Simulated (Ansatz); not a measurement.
## A self-consistent single point of CsHO (Cmc2_1, 6 atoms in the cell) with Ansatz

Method: LDA (PW92), default PAW files made with PBE (plane waves; Ansatz, a first-principles code).

Input:

Ansatz 0.2 input:
```yaml
# CsHO
crystal:
  lattice:
    - [2.15466200, -5.67426100, 0.00000000]
    - [2.15466200, 5.67426100, 0.00000000]
    - [0.00000000, 0.00000000, 4.49075700]
  atoms:
    - { symbol: Cs, position_ang: [2.15466200, -4.10396601, 3.30829577] }
    - { symbol: Cs, position_ang: [2.15466200, 4.10396601, 1.06291727] }
    - { symbol: H, position_ang: [2.15466200, -0.37461471, 2.72858395] }
    - { symbol: H, position_ang: [2.15466200, 0.37461471, 0.48320545] }
    - { symbol: O, position_ang: [2.15466200, -1.04020553, 3.43731522] }
    - { symbol: O, position_ang: [2.15466200, 1.04020553, 1.19193672] }
basis:
  ecutwfc: 420.0
kpoints:
  mp_grid: { grid: [6, 6, 6] }
hamiltonian:
  xc: lda
  pseudopotentials: { kind: paw }
scf:
  occupations: { method: fixed }
output:
  forces: true
  eigenvalues: true
  stress: true
```

Log, with long lists cut:

```
WARN ansatz: RAYON_NUM_THREADS=1 ignored (pool sized by the plan → 1); use --threads N
Pseudopotentials: kind: paw
Pseudopotential: Cs, paw, valence charge 9
Pseudopotential: H, paw, valence charge 1
Pseudopotential: O, paw, valence charge 6
Crystal: 6 atoms, lattice volume = 109.809 Å³
Basis set: ecut = 420 eV, 2191 PW (Γ)
Bands: 22, of which v1, the nominal top of the filled ones, is band 16 counted from 1 (15 counted from 0)
Symmetry: 4 space group operations
Space group: Cmc21 (ITA 36), of the structure as read, at distance tolerance 4.8e-5 Å
k-points: 52 of 216 (time reversal used)
PAW frozen core: Cs, regenerated for the run's functional, and the local potential with it
PAW frozen core: O, regenerated for the run's functional, and the local potential with it
Initial density: superposition of atomic densities (neutral atoms: chi_scale 0, normalization atom), corrected by the library's trained network
Initial wavefunctions: pseudopotential atomic-orbital guess
Eigensolver: davidson
Functional: x = slater, c = lda
SCF iter   1: F=—  HF=-12154.632593 eV  |F-HF|=—  |Δ(HF+E_count)|=         —  Δρ=8.99e-3  dr2=8.86e-2  ethr=1.77e-3  ⟨swp⟩=4.4  Hψ=5144  notcnv=0  defer=202
all-band conjugate gradients solve this SCF's bands
preconditioner: auto → Resta (q_TF=auto, 2.221 Å⁻¹)
SCF iter   2: F=—  HF=-12154.612806 eV  |F-HF|=—  |Δ(HF+E_count)|=   1.98e-2  Δρ=4.33e-3  dr2=1.04e-2  ethr=2.77e-4  ⟨swp⟩=2.0  Hψ=1972  notcnv=0  defer=207
SCF iter   3: F=—  HF=-12154.610047 eV  |F-HF|=—  |Δ(HF+E_count)|=   2.76e-3  Δρ=1.72e-3  dr2=2.93e-3  ethr=3.24e-5  ⟨swp⟩=2.0  Hψ=1968  notcnv=0  defer=208
SCF iter   4: F=—  HF=-12154.609420 eV  |F-HF|=—  |Δ(HF+E_count)|=   6.27e-4  Δρ=7.53e-4  dr2=5.94e-4  ethr=9.15e-6  ⟨swp⟩=1.2  Hψ=1202  notcnv=0  defer=208
SCF iter   5: F=—  HF=-12154.609301 eV  |F-HF|=—  |Δ(HF+E_count)|=   1.19e-4  Δρ=1.75e-4  dr2=2.33e-5  ethr=1.86e-6  ⟨swp⟩=2.0  Hψ=1350  notcnv=0  defer=188
SCF iter   6: F=—  HF=-12154.609301 eV  |F-HF|=—  |Δ(HF+E_count)|=   5.22e-7  Δρ=2.41e-5  dr2=8.19e-7  ethr=7.29e-8  ⟨swp⟩=2.1  Hψ=1714  notcnv=0  defer=106
SCF iter   7: F=-12154.609301 eV  HF=-12154.609301 eV  |F-HF|=1.44e-8  |Δ(HF+E_count)|=   2.76e-8  Δρ=4.31e-6  dr2=3.02e-8  ethr=3.13e-10  ⟨swp⟩=11.9  Hψ=7295  notcnv=0
SCF 1 converged in 7 iterations: F = -12154.609301 eV  dr2 = 3.02e-8
SCF converged after 7 iterations
Free energy (F): -12154.609301 eV
Harris-Foulkes:  -12154.609301 eV  (|F-HF|=1.44e-8)
Internal energy: -12154.609301 eV  (E = F + TS)
E sigma→0 (E₀):  -12154.609301 eV
Fermi energy:    4.322889 eV
--- Per-component energies (eV) ---
  E_band       = -107.308587
  E_kinetic    = 661.879233
  E_local      = -1272.008840  (includes V_loc(G=0)·N_el)
  E_nonlocal   = 168.578150
  E_hartree    = 460.078025
  E_xc         = -509.834411
  E_vxc        = -464.812935  (∫ρ·V_xc dr)
  E_paw        = -10101.004221  (= ΣΔE_a)
  E_vpaw       = -121.108089  (= ΣTr[D̂ρ^β])
  E_aug_tail   = 0.002593  (compensation charges beyond the density's cutoff)
  E_ewald      = -1563.034787
  E_core_change = 0.734955  (= ΣΔE_core)
  E_smearing   = -0.000000  (= −TS)
  E_closure    = 0.000000  (closes the sum)
  Σ components = -12154.609301   (vs F -12154.609301, Δ=0.00e0)
--- Forces (eV/Å), atoms counted from 1 ---
  atom   1  Cs     0.00000000    -0.02851326    -0.04966117
  atom   2  Cs     0.00000000     0.02851326    -0.04966117
  atom   3  H      0.00000000     0.50425751    -0.55363559
  atom   4  H      0.00000000    -0.50425751    -0.55363559
  atom   5  O      0.00000000    -0.45685011     0.60329658
  atom   6  O      0.00000000     0.45685011     0.60329658
  max |Σ_I F_I| component: 3.37e-7 eV/Å
--- Stress (GPa, compression-positive) ---
       -2.379004       0.000000       0.000000
        0.000000      -1.984545       0.000000
        0.000000       0.000000      -1.904853
  P = ⅓ Tr σ = -2.0895 GPa (-20.895 kbar)
  The stress holds the Pulay correction. Without it, at fixed plane waves, as pw.x and ABINIT print it: P = -2.4644 GPa
--- Band table (eV; the first three rows and the last of 52) ---
  k-point 0: bands = ["-15.9363", "-15.5431", "-12.1505", "-11.7014", "-3.4591", "-2.9350", "-2.3915", "-2.2032", "-1.9699", "-1.9404", "0.5645", "1.0847", "3.9538", "3.9874", "4.1861", "4.3229", "7.9657", "8.3452", "9.9593", "10.0815", "10.3817", "12.1867"]
  k-point 1: bands = ["-15.8996", "-15.5573", "-12.1342", "-11.7495", "-3.3807", "-2.9079", "-2.3536", "-2.1878", "-2.0916", "-2.0705", "0.5279", "1.0131", "3.9024", "4.0077", "4.0846", "4.1944", "8.4950", "8.5961", "9.6603", "10.3260", "11.2396", "11.9284"]
  k-point 2: bands = ["-15.8057", "-15.6058", "-12.0827", "-11.8654", "-3.1599", "-2.8264", "-2.3861", "-2.3516", "-2.2655", "-2.1665", "0.4991", "0.8072", "3.7545", "3.9247", "3.9992", "4.0653", "8.8815", "9.4955", "10.3412", "10.5600", "11.8183", "12.2649"]
  k-point 51: bands = ["-15.6830", "-15.6830", "-12.0269", "-12.0269", "-3.1859", "-3.1859", "-2.2042", "-2.2042", "-1.8774", "-1.8774", "0.3371", "0.3371", "3.7935", "3.7935", "3.8507", "3.8507", "9.4517", "9.4517", "10.6608", "10.6608", "11.7371", "11.7371"]…
```

The run converged in 7 iterations.

The starting cell comes from a database of computed structures (which also holds hypothetical and non-ambient phases and stackings), without a prior relaxation at this level. Its lattice was rescaled by up to half a per cent. Ansatz's pressure includes its estimate of the finite-basis (Pulay) stress.
